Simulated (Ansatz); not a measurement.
# MoGe2 (model structure, started from the AlB2 type, P6/mmm, No. 191, 3 atoms in the cell)

These are PBEsol (Ansatz, a quantum-chemistry and plane-wave program, plane waves, PAW) values and carry that method's errors.

Settings: plane-wave cutoff 500 eV, 12×12×8 k mesh (along the axes of the cell as run), Fermi–Dirac smearing 0.05 eV, no spin polarisation, scalar-relativistic PAW data made under PBE.

Cell (relaxed at this level):

```cif
data_Ge2Mo
_chemical_formula_sum 'Mo1 Ge2'
_space_group_name_H-M_alt 'P6/mmm'
_space_group_IT_number 191
_space_group_name_Hall '-P 6 2'
_cell_length_a 4.56761
_cell_length_b 4.56761
_cell_length_c 2.61937
_cell_angle_alpha 90.000
_cell_angle_beta 90.000
_cell_angle_gamma 120.000
loop_
_atom_site_label
_atom_site_type_symbol
_atom_site_symmetry_multiplicity
_atom_site_Wyckoff_symbol
_atom_site_fract_x
_atom_site_fract_y
_atom_site_fract_z
_atom_site_occupancy
Mo1 Mo 1 a 0.00000 0.00000 0.00000 1
Ge1 Ge 2 d 0.33333 0.66667 0.50000 1
```

```yaml
band_gap: none
```

Note: the relaxation could raise the start's symmetry but not lower it, so the cell can be a saddle point.

Spin–orbit coupling is not included.

Computing time: about 2.0 core-minutes (a rough figure).

A model structure was made by putting elements into a prototype or built by hand; it is no filed structure, need not be a known phase, and can be a saddle point held by its symmetry.
